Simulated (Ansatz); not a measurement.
# Ge: energy against strain

Ge (diamond, Fd-3m, 22.214 Å³/atom at rest) under an equal strain ε in the (111) plane with the normal axis free, as in a coherent film. LDA in Ansatz, a plane-wave DFT program (PAW, default set), 420 eV, 14×14×14 Γ-centred mesh, Fermi-Dirac smearing 0.05 eV; ions are relaxed within the symmetry of each cell.

Here s stands for strain and y for E less E0.

| strain (%) | E less E0 (meV/atom) |
|---|---|
| -1.25 | 3.86 |
| -0.83 | 1.67 |
| -0.42 | 0.42 |
| 0.00 | 0.00 |
| 0.42 | 0.42 |
| 0.83 | 1.60 |
| 1.25 | 3.57 |
| 2.50 | ? |

Q: Fit y against s with a parabola, and predict the withheld value at s = 2.50.

A: Least squares gives y = -0.001 - 0.0866·s + 2.3774·s². Residuals (row less fit): 0.038, -0.039, -0.035, 0.001, 0.038, 0.035, -0.035; standard error 0.045 (degrees of freedom: 4). Twice the quadratic coefficient over the volume, 2 × 2.3774 meV × 10⁴ × 0.1602 / 22.214 Å³, is twice the biaxial elastic modulus of this plane = 343 ± 4 GPa. At the withheld row, y = -0.001 - 0.0866 × 2.50 + 2.3774 × 2.50² = 14.641 meV/atom. The calculation gives 13.74 meV/atom, 0.901 meV/atom below the prediction (6.6 % of the range of y in the table). The row lies outside the fitted rows, so this is an extrapolation. From the scatter of the fitted rows alone, a prediction at this place has a standard error of 0.172 meV/atom, so the miss is 5.2 times that.

One order more, fitted to all 13 runs of the series, follows each within 0.02, so the miss is the next term of a smooth law. This level leaves no gap over 0.05 eV at strain -1.25, -0.42, 0.00, 0.42, 0.83, 1.25, 2.50, where the mesh may be coarse. Rows are the converged runs of the series near zero and its far end; series whose fitted rows scatter by over a few per cent of the range, as at a crossing or softening among them, aren't shown in this form. Most that stay on the fit to the last digits aren't either.
